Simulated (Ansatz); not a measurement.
Where the default PAW files enter, the runs use the earlier of Ansatz's two default sets.

Consider the following.

```
CELL_PARAMETERS angstrom
      2.69349     0.00000     0.00000
      0.00000     4.23317     0.00000
      0.00000     0.00000     4.23317
ATOMIC_POSITIONS crystal
  Si 0.50000 0.50000 0.50000
  Si 0.00000 0.00000 0.00000
  O  0.00000 0.69316 0.69316
  O  0.00000 0.30684 0.30684
  O  0.50000 0.19316 0.80684
  O  0.50000 0.80684 0.19316
```

Space group of this cell: P4_2/mnm, rutile. The cell is taken as given; by LDA its mean pressure is -14.1 GPa.

Transport runs along the normal of the first two printed cell vectors, the (100) plane of the conventional cell.

The gap is the functional's own. No spin-orbit coupling. Mid-gap values are interpolated on the energy grid.

Predict the band gap and the smallest decay constant κ at mid-gap from LDA (Ansatz, a program for electronic structure).

Gap 5.01 eV on a 12×8×8 mesh; κ = 0.386 1/Å, at the zone centre.
